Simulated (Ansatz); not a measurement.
An Ansatz (a first-principles code) run: BaTiO3; PBEsol, PAW, 420 eV (Ansatz; no spin-orbit coupling), earlier PAW set.

Input:

Ansatz 0.2 input:
```yaml
crystal:
  lattice:
    - [2.8176282055, 1.6267584029, 2.3086391276]
    - [-2.8176282055, 1.6267584029, 2.3086391276]
    - [0, -3.2535168059, 2.3086391276]
  atoms:
    - { symbol: Ba, position: [0.0004583154, 0.0004583154, 0.0004583154] }
    - { symbol: Ti, position: [0.5114866725, 0.5114866725, 0.5114866725] }
    - { symbol: O, position: [0.4884672955, 0.9822104211, 0.4884672955] }
    - { symbol: O, position: [0.4884672955, 0.4884672955, 0.9822104211] }
    - { symbol: O, position: [0.9822104211, 0.4884672955, 0.4884672955] }
basis: { ecutwfc: 420, ecutrho_ratio: 4, xc_grid: 2, fft_grid_basis: typed }
kpoints: { mp_grid: { grid: [8, 8, 8] } }
hamiltonian:
  xc: pbesol
  dispersion: none
  pseudopotentials: { azcp: { folder: ./paw }, kind: paw }
scf: { occupations: { method: fermi_dirac, width: 0.05 }, convergence: { dr2_threshold: 0.0000000005 } }
output: { forces: true, stress: true }
```

Output:

```
WARN ansatz: RAYON_NUM_THREADS=2 ignored (pool sized by the plan → 2); use --threads N
Pseudopotentials: kind: paw
Pseudopotential: Ba, paw, valence charge 10
Pseudopotential: Ti, paw, valence charge 12
Pseudopotential: O, paw, valence charge 6
Functional definition: PBEsol
Crystal: 5 atoms, lattice volume = 63.491 Å³
Basis set: ecut = 420 eV, 1237 PW (Γ), exchange–correlation on 54×54×54 points (8 copies of the dense FFT grid, shifted against one another)
Bands: 25, of which v1, the nominal top of the filled ones, is band 20 counted from 1 (19 counted from 0)
Symmetry: 6 space group operations
Space group: R3m (ITA 160), of the structure as read, at distance tolerance 4.0e-5 Å
k-points: 65 of 512 (time reversal used)
PAW frozen core: Ba, regenerated for the run's functional, and the local potential with it
PAW frozen core: Ti, regenerated for the run's functional, and the local potential with it
PAW frozen core: O, regenerated for the run's functional, and the local potential with it
Initial density: superposition of atomic densities (chi_scale 0.1, normalization cell, long waves kept (reshape's long-wave potential 0.00 eV rms))
Initial wavefunctions: pseudopotential atomic-orbital guess
Eigensolver: davidson
Functional: x = pbesol(κ = 0.804, μ = 0.12345679012345678), c = pbesol(β = 0.046)
SCF iter   1: F=—  HF=-10028.068710 eV  |F-HF|=—  |Δ(HF+E_count)|=         —  Δρ=5.59e-2  dr2=1.95e0  ethr=3.10e-3  ⟨swp⟩=7.7  Hψ=8206  notcnv=0
all-band conjugate gradients solve this SCF's bands
preconditioner: auto → Resta (q_TF=auto, 2.526 Å⁻¹)
SCF iter   2: F=—  HF=-10027.742770 eV  |F-HF|=—  |Δ(HF+E_count)|=   3.26e-1  Δρ=2.57e-2  dr2=6.04e-1  ethr=3.10e-3  ⟨swp⟩=2.2  Hψ=2930  notcnv=0  defer=61
SCF iter   3: F=—  HF=-10027.655102 eV  |F-HF|=—  |Δ(HF+E_count)|=   8.77e-2  Δρ=7.83e-3  dr2=5.92e-2  ethr=1.51e-3  ⟨swp⟩=2.4  Hψ=2820  notcnv=0  defer=62
SCF iter   4: F=—  HF=-10027.643803 eV  |F-HF|=—  |Δ(HF+E_count)|=   1.13e-2  Δρ=1.76e-3  dr2=1.44e-3  ethr=1.48e-4  ⟨swp⟩=2.2  Hψ=2881  notcnv=0  defer=62
SCF iter   5: F=—  HF=-10027.644258 eV  |F-HF|=—  |Δ(HF+E_count)|=   4.56e-4  Δρ=3.05e-4  dr2=4.97e-5  ethr=3.60e-6  ⟨swp⟩=3.0  Hψ=3199  notcnv=0  defer=62
SCF iter   6: F=—  HF=-10027.643939 eV  |F-HF|=—  |Δ(HF+E_count)|=   3.19e-4  Δρ=6.25e-5  dr2=2.37e-6  ethr=1.24e-7  ⟨swp⟩=2.4  Hψ=2733  notcnv=0  defer=62
SCF iter   7: F=—  HF=-10027.643939 eV  |F-HF|=—  |Δ(HF+E_count)|=   4.19e-7  Δρ=9.62e-6  dr2=3.99e-8  ethr=5.91e-9  ⟨swp⟩=2.2  Hψ=2535  notcnv=0  defer=62
SCF iter   8: F=—  HF=-10027.643939 eV  |F-HF|=—  |Δ(HF+E_count)|=   1.91e-8  Δρ=1.55e-6  dr2=1.34e-9  ethr=9.97e-11  ⟨swp⟩=2.8  Hψ=2979  notcnv=0  defer=62
SCF iter   9: F=-10027.643939 eV  HF=-10027.643939 eV  |F-HF|=5.09e-11  |Δ(HF+E_count)|=  2.82e-10  Δρ=5.48e-7  dr2=1.67e-10  ethr=1.25e-12  ⟨swp⟩=4.0  Hψ=5433  notcnv=0
SCF 1 converged in 9 iterations: F = -10027.643939 eV  dr2 = 1.67e-10
SCF converged after 9 iterations
Free energy (F): -10027.643939 eV
Harris-Foulkes:  -10027.643939 eV  (|F-HF|=5.09e-11)
Internal energy: -10027.643939 eV  (E = F + TS)
E sigma→0 (E₀):  -10027.643939 eV
Fermi energy:    11.402726 eV
--- Per-component energies (eV) ---
  E_band       = -138.663180
  E_kinetic    = 946.034538
  E_local      = -2175.709527  (includes V_loc(G=0)·N_el)
  E_nonlocal   = 311.172672
  E_hartree    = 835.944764
  E_xc         = -527.581205
  E_vxc        = -550.273436  (∫ρ·V_xc dr)
  E_paw        = -6595.481476  (= ΣΔE_a)
  E_vpaw       = -341.778815  (= ΣTr[D̂ρ^β])
  E_aug_tail   = 0.002195  (compensation charges beyond the density's cutoff)
  E_ewald      = -2822.422586
  E_core_change = 0.396686  (= ΣΔE_core)
  E_smearing   = -0.000000  (= −TS)
  E_closure    = 0.000000  (closes the sum)
  Σ components = -10027.643939   (vs F -10027.643939, Δ=0.00e0)
  [band-id]    e_kinetic+e_local+e_nonlocal+2·e_hartree+e_vxc+e_vpaw+e_augmentation_tail = -138.662846   (vs E_band -138.663180, Δ=3.34e-4)
--- Forces (eV/Å), atoms counted from 1 ---
  atom   1  Ba     0.00000000    -0.00000000     0.00041987
  atom   2  Ti    -0.00000000     0.00000000    -0.00177775
  atom   3  O     -0.00002653     0.00001532     0.00045198
  atom   4  O      0.00000000    -0.00003063     0.00045198
  atom   5  O      0.00002653     0.00001532     0.00045198
  max |Σ_I F_I| component: 1.94e-6 eV/Å
--- Stress (GPa, compression-positive) ---
       -0.000882      -0.000000       0.000000
       -0.000000      -0.000882      -0.000000
        0.000000      -0.000000       0.000859
  P = ⅓ Tr σ = -0.0003 GPa (-0.003 kbar)
  The stress holds the Pulay correction. Without it, at fixed plane waves, as pw.x and ABINIT print it: P = -0.4254 GPa
  The stress includes an estimate of the error left by incomplete SCF convergence (largest component -0.0001 GPa).
--- Band table ---
  band table: none
```

Stability against distortions was not tested. The final runs are not spin-polarised. The cell is BaTiO₃ (space group R3m, No. 160). This is not the structure that BaTiO3 has at room temperature and ambient pressure.
